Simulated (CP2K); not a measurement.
Input and output of a self-consistent single point for Ti (P6_3/mmc, 2 atoms in the cell) (CP2K).

Level of theory: PBEsol, GPW, DZVP-MOLOPT-SR-GTH basis, GTH-PBE potentials (GTH_POTENTIALS) (CP2K).

```
Ti
1.0
    2.95000     0.00000     0.00000
   -1.47500     2.55477     0.00000
    0.00000     0.00000     4.68000
Ti
2
Direct
  0.33333   0.66667   0.25000
  0.66667   0.33333   0.75000
```

Reference input (self-consistent single point, DFT PBE, GPW, DZVP-MOLOPT-SR-GTH basis, GTH-PBE potentials (GTH_POTENTIALS)): CUTOFF = 600 Ry; REL_CUTOFF = 60 Ry; SMEAR/METHOD = FERMI_DIRAC; ELECTRONIC_TEMPERATURE = 1160.45 K; KPOINTS/SCHEME = MONKHORST-PACK 13 13 7; XC_FUNCTIONAL = PBE; Ti/BASIS_SET = DZVP-MOLOPT-SR-GTH-q12; Ti/POTENTIAL = GTH-PBE-q12; METHOD = GPW; EPS_DEFAULT = 1e-10; NGRIDS = 5; SCF_GUESS = ATOMIC. This run's input differs from it in these lines:

```diff
@@ -43,3 +43,6 @@
     &XC
-      &XC_FUNCTIONAL PBE
+      &XC_FUNCTIONAL
+        &PBE
+          PARAMETRIZATION PBESOL
+        &END PBE
       &END XC_FUNCTIONAL
```

Log, with long lists cut:

```
 SCF WAVEFUNCTION OPTIMIZATION

  Step     Update method      Time    Convergence         Total energy    Change
     1 NoMix/Diag. 0.20E+00      -     1.57208545      -116.8342887832 -1.17E+02
     2 Broy./Diag. 0.20E+00      -     0.01371647      -117.7962796631 -9.62E-01
     3 Broy./Diag. 0.20E+00      -     0.04155261      -116.9157128011  8.81E-01
     4 Broy./Diag. 0.20E+00      -     0.00228842      -116.1246203330  7.91E-01
     5 Broy./Diag. 0.20E+00      -     0.00432847      -116.1982563370 -7.36E-02
     6 Broy./Diag. 0.20E+00      -     0.00055208      -116.1911061112  7.15E-03
   [... 4 lines left out ...]
    11 Broy./Diag. 0.20E+00      -     0.00002150      -116.1947334400  2.99E-05
    12 Broy./Diag. 0.20E+00      -     0.00000134      -116.1947089474  2.45E-05
    13 Broy./Diag. 0.20E+00      -     0.00000336      -116.1947318124 -2.29E-05
    14 Broy./Diag. 0.20E+00      -     0.00000021      -116.1947235099  8.30E-06
  *** SCF run converged in    14 steps ***

  Overlap energy of the core charge distribution:               0.00000000000000
  Self energy of the core charge distribution:               -213.79815797599190
  Core Hamiltonian energy:                                     54.10049771670157
  Hartree energy:                                              57.91395748432160
  Exchange-correlation energy:                                -14.40815469827251
  Electronic entropic energy:                                  -0.00286603662588
  Fermi energy:                                                 0.39043367429806

  Total energy:                                              -116.19472350987748
  Total energy (extrapolated to T->0):                       -116.19329049156454

                     Mulliken Population Analysis

   [... lines left out ...]

 STRESS| Analytical stress tensor [bar]
 STRESS|                        x                   y                   z
 STRESS|      x       -4.75038389022E+04   1.43158365598E+00  -4.50048101132E-09
 STRESS|      y        1.43158365598E+00  -4.75022115668E+04  -9.11423488005E-09
 STRESS|      z       -4.50048101132E-09  -9.11423488005E-09  -4.55360324467E+04
 STRESS| 1/3 Trace                                            -4.68473609719E+04
```

The run converged in 14 iterations. Against the reference run the pressure goes from -0.72 to -4.68 GPa.

The starting cell has typed, rounded lattice constants, without a prior relaxation at this level. Spin polarisation is off. Values carry the incompleteness of an atom-centred basis. The potentials were made for another functional than the one used. With a pressure of about -5 GPa the cell is away from its equilibrium volume at this level.

Cost on one core of a shared machine: roughly 2 min.
